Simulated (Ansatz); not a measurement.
**Band gap of antifluorite K2S at several levels of theory**

No measured value is used here.

Q: Put these levels in order of the band gap that they give for antifluorite K2S, smallest first: G0W0@HSE06 (Ansatz, a program for electronic structure), Hartree–Fock (Ansatz), PBE (Ansatz).

A: PBE (2.40 eV), G0W0@HSE06 (4.61 eV), Hartree–Fock (9.02 eV)

Computed values are for a static lattice.  G0W0@HSE06: GW on a hybrid start was not checked against another program. Values are at the measured cell. Cutoffs and k meshes differ between the levels. Ansatz's density-functional and Hartree–Fock values are scalar-relativistic unless marked +SOC, with PAW data made under PBE.
